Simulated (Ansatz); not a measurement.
## HfC in the rock salt structure (space group Fm-3m, No. 225)

```
HfC
1.0
    0.00000     2.30361     2.30361
    2.30361     0.00000     2.30361
    2.30361     2.30361     0.00000
Hf C
1 1
Cartesian
  0.00000   0.00000   0.00000
  2.30361   2.30361   2.30361
```

Calculations: PBEsol in Ansatz (plane waves to 420 eV, PAW, no spin-orbit coupling). Γ-centred 17×17×17 mesh, Fermi–Dirac width 0.05 eV.

```yaml
volume_per_atom: 12.22 Å³
density: 12.94 g/cm³
band_gap: zero
total_energy: -7923.353 eV/atom (σ→0; compares only within this code and set-up)
```

No phonon test of stability was made. All final runs are without spin polarisation.

Ansatz is a program for electronic structure.
